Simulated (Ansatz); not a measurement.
We consider RuTe (model structure, within 0.1 Å of Pm-3m, No. 221, 2 atoms in the cell), described by PBE-D3(BJ) in Ansatz (PAW).

From the output:

```
Relaxation: its limit of steps is 80 (relax.max_steps)
Crystal: 2 atoms, lattice volume = 34.523 Å³
Basis set: ecut = 520 eV, 925 PW (Γ), exchange–correlation on 50×50×50 points (8 copies of the dense FFT grid, shifted against one another)
Bands: 20, of which v1, the nominal top of the filled ones, is band 16 counted from 1 (15 counted from 0)
Symmetry: 16 space group operations
Space group: P4/mmm (ITA 123), of the structure as read, at distance tolerance 3.3e-5 Å
k-points: 440 of 4536
Functional: x = pbe(κ = 0.804, μ = 0.2195149727645171), c = pbe(β = 0.06672455060314922)
SCF iter   1: F=—  HF=-12859.108045 eV  |F-HF|=—  |Δ(HF+E_count)|=         —  Δρ=1.72e-2  dr2=1.53e-1
SCF iter   2: F=—  HF=-12859.095903 eV  |F-HF|=—  |Δ(HF+E_count)|=   1.21e-2  Δρ=1.13e-2  dr2=7.87e-2
  ...
SCF 1 converged in 6 iterations: F = -12859.082808 eV  dr2 = 3.82e-8
Crystal: 2 atoms, lattice volume = 34.523 Å³
Initial density: handed on by an earlier stage of this run
SCF 2 converged in 6 iterations: F = -12859.082810 eV  dr2 = 2.57e-13
Crystal: 2 atoms, lattice volume = 34.523 Å³
SCF 3 converged in 6 iterations: F = -12859.082816 eV  dr2 = 1.74e-11
Crystal: 2 atoms, lattice volume = 34.523 Å³
SCF 4 converged in 6 iterations: F = -12859.082818 eV  dr2 = 1.72e-12
Crystal: 2 atoms, lattice volume = 34.523 Å³
SCF iter   8: F=-12859.082819 eV  HF=-12859.082819 eV  |F-HF|=5.46e-12  |Δ(HF+E_count)|=  1.82e-12  Δρ=5.33e-10  dr2=5.95e-17
SCF iter   9: F=-12859.082819 eV  HF=-12859.082819 eV  |F-HF|=0.00e0  |Δ(HF+E_count)|=  3.64e-12  Δρ=2.55e-10  dr2=1.41e-17
SCF 5 converged in 9 iterations: F = -12859.082819 eV  dr2 = 1.41e-17
SCF converged after 9 iterations
Free energy (F): -12859.082819 eV
Internal energy: -12859.055029 eV  (E = F + TS)
E sigma→0 (E₀):  -12859.068924 eV
Fermi energy:    19.899835 eV
--- Forces (eV/Å), atoms counted from 1 ---
  atom   1  Ru    -0.00000000     0.00000000     0.00000000
  atom   2  Te     0.00000000    -0.00000000     0.00000000
--- Stress (GPa, compression-positive) ---
        3.400715      -0.000000      -0.000000
       -0.000000       3.400715      -0.000000
       -0.000000      -0.000000       3.397537
  P = ⅓ Tr σ = 3.3997 GPa (33.997 kbar)
```

### Question
Write an input file that could have produced this run (the log leaves some choices open).

### Answer
This is not unique; one that fits is 
Ansatz 0.2 input:
```yaml
crystal:
  lattice:
    - [3.2591816014, 0.0, 0.0]
    - [0.0, 3.2591816014, 0.0]
    - [0.0, 0.0, 3.2500396764]
  atoms:
    - { symbol: Ru, position: [0.0, 0.0, 0.0] }
    - { symbol: Te, position: [0.5, 0.5, 0.5] }
basis:
  ecutwfc: 520
  ecutrho_ratio: 4
  xc_grid: 2
kpoints:
  mp_grid: { grid: [18, 18, 14] }
hamiltonian:
  xc: pbe
  dispersion: d3bj
  pseudopotentials: { kind: paw }
scf:
  occupations: { method: fermi_dirac, width: 0.05 }
output:
  forces: true
  stress: true
  eigenvalues: true
relax:
  f_tol: 0.004
  escape_saddle: false
  max_steps: 80
  cell: { stress_tol: 0.02, fix: [volume] }
```

The cell is one volume of an energy–volume scan, off the minimum.

Note: the run has no spin polarisation, so it can have missed a magnetic state.

A model structure was made by putting elements into a prototype or built by hand; it is no filed structure, need not be a known phase, and can be a saddle point held by its symmetry.

Ansatz is a quantum-chemistry and plane-wave program.
